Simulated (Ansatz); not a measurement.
The starting structures come from a database of crystals and need not be the phases stable at ambient conditions.

Tunnelling through a barrier is set by its complex band structure: the current falls as exp(−2κd) with the smallest κ.

Given:

```yaml
crystal:
  lattice:
    - [4.70341, 0.00000, 0.00000]
    - [2.35171, 4.07328, 0.00000]
    - [2.35171, 1.35776, 7.50661]
  atoms:
    - { symbol: Mg, position: [0.50082, 0.50082, 0.49754] }
    - { symbol: Cd, position: [0.99949, 0.99949, 0.00152] }
    - { symbol: Te, position: [0.87338, 0.87338, 0.37985] }
    - { symbol: Te, position: [0.37629, 0.37629, 0.87113] }
```

Space group of this cell: R3m. The cell is strained (lengths across the current scaled by 1.02, ions clamped); by PBEsol its mean pressure is -2.1 GPa.

Transport runs along the normal of the first two printed cell vectors, the (001) (indices of the unstrained crystal) plane of the conventional cell.

The gap is the functional's own. No spin-orbit coupling. Mid-gap values are interpolated on the energy grid.

**Question.** State the band gap and the smallest decay constant κ at mid-gap according to PBEsol (Ansatz, a first-principles code).

**Answer.** Gap 1.09 eV on a 8×8×8 mesh; κ = 0.086 1/Å, at the zone centre.
